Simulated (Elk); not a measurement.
Band structure of WC (P-6m2, 2 atoms in the cell).

```
CELL_PARAMETERS angstrom
      2.84426     0.00000     0.00000
     -1.42213     2.46320     0.00000
      0.00000     0.00000     2.76902
ATOMIC_POSITIONS crystal
  W  0.00000 0.00000 0.00000
  C  0.66667 0.33333 0.50000
```

Level of theory: PBE, all-electron FP-LAPW, Elk's shipped species files, APW+lo basis with extra local orbitals in Elk 10.2.4.

Settings: xctype = 20; rgkmax = 7.5; swidth = 0.00367493 Ha; ngridk = 9 9 8; gmaxvr = 16 1/bohr; nxlo = 2; lorbcnd = true; lmaxi = 3; maxscl = 100.

The starting cell comes from a database of computed structures (which also holds hypothetical and non-ambient phases and stackings), without a prior relaxation at this level. Its lattice was rescaled by a random factor within 2.5 % of one. Spin-orbit coupling is off. Spin polarisation is off. Values depend on the basis (sphere radii, cutoffs, local orbitals), which need not be converged.

Levels in eV from the Fermi level, bands 13 to 20:
| point | 13 | 14 | 15 | 16 | 17 | 18 | 19 | 20 |
|---|---|---|---|---|---|---|---|---|
| Γ | -4.77 | -3.70 | -3.70 | 0.09 | 3.52 | 3.52 | 5.97 | 5.97 |
| M | -7.39 | -3.95 | -3.95 | -0.54 | 2.52 | 4.90 | 5.27 | 7.24 |
| K | -7.01 | -4.87 | -3.77 | 0.60 | 0.96 | 2.11 | 3.47 | 9.88 |
| A | -9.12 | -2.28 | -2.28 | -0.71 | -0.71 | 3.94 | 4.64 | 4.64 |
| L | -6.93 | -4.76 | -4.37 | 0.40 | 4.83 | 5.82 | 7.22 | 9.87 |
| H | -7.88 | -5.72 | -1.61 | -0.72 | 4.78 | 7.09 | 8.27 | 9.94 |

Bands cross the Fermi level along this path, so the cell is metallic at this level.
